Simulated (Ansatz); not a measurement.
Here is the system:

A slab with vacuum along the third vector:

```yaml
crystal:
  lattice:
    - [3.86787, 0.00000, 0.00000]
    - [0.00000, 5.47000, 0.00000]
    - [0.00000, 0.00000, 26.00000]
  atoms:
    - { symbol: Si, position: [0.50000, 0.48330, 0.32258] }
    - { symbol: Si, position: [0.00000, 0.26670, 0.32258] }
    - { symbol: Si, position: [0.00000, 0.99278, 0.38943] }
    - { symbol: Si, position: [0.50000, 0.75722, 0.38943] }
    - { symbol: Si, position: [0.50000, 0.49866, 0.46275] }
    - { symbol: Si, position: [0.00000, 0.25134, 0.46275] }
    - { symbol: Si, position: [0.00000, 0.99866, 0.53725] }
    - { symbol: Si, position: [0.50000, 0.75134, 0.53725] }
    - { symbol: Si, position: [0.50000, 0.49278, 0.61057] }
    - { symbol: Si, position: [0.00000, 0.25722, 0.61057] }
    - { symbol: Si, position: [0.00000, 0.98330, 0.67742] }
    - { symbol: Si, position: [0.50000, 0.76670, 0.67742] }
```

Model: 12-atom slab, 9.7 Å thick at the start (thin: gaps and levels are the slab's own), 7x5x1 mesh, Fermi-Dirac 0.025 eV, dipole correction, all atoms relaxed; start symmetry kept, larger cells not searched; no spin (no spin-polarised run to compare, though such a face may carry moments), no spin-orbit, no U. The slab shows no gap on its mesh.

Task: What surface energy (mean of both faces) does Ansatz (a program for electronic structure) with PBE give?

Result: 1.74 J/m²

Task: Give the work function of the top face at the level PBE.

Result: 4.75 eV

Task: What is the computed ionisation potential (bulk valence edge below the top vacuum level) (PBE)?

Result: 4.98 eV
